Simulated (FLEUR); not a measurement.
A self-consistent single point of RbBr (Fm-3m, 2 atoms in the cell) with FLEUR.

Level of theory: PBE, all-electron FLAPW (FLEUR), scalar-relativistic valence.

```
RbBr
1.0
    0.00000     3.45533     3.45533
    3.45533     0.00000     3.45533
    3.45533     3.45533     0.00000
Rb Br
1 1
Cartesian
  0.00000   0.00000   0.00000
  3.45533   3.45533   3.45533
```

Reference input (self-consistent single point, DFT, PBE, all-electron FLAPW (FLEUR), scalar-relativistic valence): Kmax = 3.8 1/bohr; GmaxXC = 15.2 1/bohr; xcFunctional = pbe; jspins = 1; l_soc = F; mode = hist; fermiSmearingEnergy = 0.00073499 Htr; mesh (inpgen div1-3) = 3 3 3; inpgen gamma flag = false; Gmax = 15.2 1/bohr; numbands = 0; maxIterBroyd = 15. This run's input differs from it in these lines:

```diff
@@ -14,3 +14,3 @@
 &comp jspins=1 /
-&kpt div1=3 div2=3 div3=3 /
+&kpt div1=5 div2=5 div3=5 /
 &end /
```

The program printed (abridged):

```
 Iteration:     1   Distance:       3.19963499 me/bohr^3
 Iteration:     2   Distance:       2.86934122 me/bohr^3
 Iteration:     3   Distance:       1.42510656 me/bohr^3
 Iteration:     4   Distance:       0.71813906 me/bohr^3
 Iteration:     5   Distance:       0.57290990 me/bohr^3
   [... 8 lines left out ...]
 Iteration:    14   Distance:       0.00002034 me/bohr^3
 Iteration:    15   Distance:       0.00001166 me/bohr^3
 Iteration:    16   Distance:       0.00001086 me/bohr^3
 Iteration:    17   Distance:       0.00000522 me/bohr^3
 Run finished successfully
 Stop message:
   Structural relaxation: Done

[file out, last iteration]
             iter=     18
[...]
          total density-effective poten   -9.0037199331E+03
          total charge density-energy d   -1.9323201656E+02
 Updated energy parameters for spin:           1
[...]
 fermi energy and band-weighting factors:

[...]
FERMIE:
          first approx. to ef    (T=0)  :   0.013054 htr   (energy of the highest occ. eigenvalue)
          number of occ. states  (T=0)  :         80
          first approx. to seigv (T=0)  :  -4.455415 htr
          sum of weights of occ. states :   8.000000
          sum of semicore charge        :   0.000000 e
FERHIS:  Fermi-Energy by histogram:
          bandgap                     :   0.160887 htr
   [... lines left out ...]
          charge neutrality (T=0)     :   0.000000    (zero if the highest occ. eigenvalue is "entirely" occupied)
 Direct bandgap for spin            1 :   0.16088652719226607       Htr
 ---->    free energy=                     -5588.2617686804 htr
   [... lines left out ...]
      extrapolation for T->0
 ---->    total electron energy=           -5588.2617686804 htr
 ***** TOTAL FORCES ON ATOMS *****
 TOTAL FORCE FOR ATOM TYPE=  1  X=  0.000   Y=  0.000   Z=  0.000
                       FX_TOT= 0.000000 FY_TOT= 0.000000 FZ_TOT= 0.000000
 TOTAL FORCE FOR ATOM TYPE=  2  X=  6.530   Y=  6.530   Z=  6.530
                       FX_TOT= 0.000000 FY_TOT= 0.000000 FZ_TOT= 0.000000
 Structural relaxation: Done
```

The run converged in 17 iterations. FLEUR gives forces in its relaxation mode, with a further iteration, so its stop message speaks of a relaxation. Against the reference run the free energy goes down by 1.4 meV/atom and the gap on the mesh hardly changes (4.376 to 4.378 eV).

The starting cell has typed, rounded lattice constants, without a prior relaxation at this level. Its lattice was rescaled by up to half a per cent. Values depend on the basis (sphere radii, cutoffs, local orbitals), which need not be converged.

Cost on one core of a shared machine: roughly 50 s.
